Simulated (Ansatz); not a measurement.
Consider SiC (space group P6_3mc, No. 186; a = 3.078 Å, c = 10.076 Å).

Computed with PBEsol (Ansatz, a program for electronic structure; PAW; 420 eV plane waves; no spin-orbit coupling), earlier PAW set.

Before the change:

| Property | Result |
|---|---|
| Valence-band top at Γ | 0.00, 0.00, -0.05 eV |
| Band gap | 2.12 eV |
| Volume per atom | 10.33 Å³ |

The change: a hydrostatic pressure of 60 GPa.

**Question.** How does this affect the valence-band top at Γ?

**Answer.** The valence-band top at Γ (three highest levels, from the VBM) becomes 0.00, 0.00, -0.04 eV (base: 0.00, 0.00, -0.05 eV).

**Question.** What happens to the band gap?

**Answer.** The band gap goes up by 0.02 eV to 2.14 eV.

**Question.** How does this affect the volume per atom?

**Answer.** The volume per atom falls by 1.77 Å³ to 8.56 Å³.

Load acts through the strain it causes; cell and atoms are relaxed under it. Stability against distortions was not tested. No other phases were tried under pressure.
